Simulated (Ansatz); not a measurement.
SnC (R3m), PBE with spin-orbit coupling, rigid bands (Ansatz, a quantum-chemistry and plane-wave program): Condition of this run: uniaxial stress along [111] of -7.5 GPa (compression positive) (the target of the relaxation). band gap 0.57 eV, N_c = 5.21e17 cm⁻³ and N_v = 1.95e19 cm⁻³ at 300 K, conductivity masses of 0.0805 mₑ (electrons) and 0.525 mₑ (holes). Take k_BT = 0.02585 eV.

**Question.** A film of it is 5 nm thick. Estimate the confinement energies in an infinite well.

**Answer.** ħ²π²/(2m t²) = 0.376 eV·nm²/(m/mₑ × t²) gives 187 meV for electrons and 28.6 meV for holes, so the gap would widen to about 0.79 eV. Finite barriers and nonparabolic bands lower this, and with several valleys or bands the heaviest mass along the normal sets the lowest level, not this average.

**Question.** What thermal injection velocity √(2k_BT/πm) limits a ballistic channel?

**Answer.** 1.90e7 cm/s for electrons and 7.43e6 cm/s for holes, a ratio of √(m_h/m_e) = 2.55, for dilute carriers.

**Question.** Find the intrinsic carrier density and the intrinsic Fermi level.

**Answer.** n_i = √(N_c N_v) exp(−E_g/2k_BT) = 3.19e18 × exp(−11.02) = 5.2e13 cm⁻³. The level lies (k_BT/2) ln(N_v/N_c) = 47 meV from mid-gap (positive towards the conduction band). Each 0.1 eV added to the gap lowers n_i by a factor of 6.9.

Rigid, parabolic bands with the computed gap; masses take one relaxation time for all states. Geometry: cell and atoms relaxed with PBEsol.

Computed structure with no diffraction record at hand here (it may be known, metastable or hypothetical): SnC (R3m).
